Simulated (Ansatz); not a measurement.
# WSi2: pressure series

The reference is WSi$_{2}$ (space group I4/mmm, No. 139; a = 3.185 Å, c = 7.771 Å).

Cell and atoms are relaxed at each pressure.

Method: LDA (Ansatz, a program for electronic structure; PAW; 420 eV plane waves; without spin-orbit coupling).

```json
[
 {"P (GPa)": "-2.00", "V (Å³/atom)": "13.256"},
 {"P (GPa)": "-1.00", "V (Å³/atom)": "13.199"},
 {"P (GPa)": "0.90", "V (Å³/atom)": "13.094"},
 {"P (GPa)": "2.10", "V (Å³/atom)": "13.030"},
 {"P (GPa)": "4.49", "V (Å³/atom)": "12.907"},
 {"P (GPa)": "9.00", "V (Å³/atom)": "12.690"},
 {"P (GPa)": "15.00", "V (Å³/atom)": "12.429"},
 {"P (GPa)": "22.49", "V (Å³/atom)": "12.138"},
 {"P (GPa)": "29.99", "V (Å³/atom)": "11.877"}
]
```

Q: Fit a third-order Birch–Murnaghan equation of state.

A: Least squares on P(V) = (3B₀/2)[(V₀/V)^(7/3) − (V₀/V)^(5/3)]·[1 + (3/4)(B₀′ − 4)((V₀/V)^(2/3) − 1)] gives V₀ = 13.14 Å³/atom, B₀ = 238 GPa and B₀′ = 4.3.

Load acts through the strain it causes; cell and atoms are relaxed under it. No phonon test of stability was made. Competing high-pressure phases were not computed. The final runs are not spin-polarised.
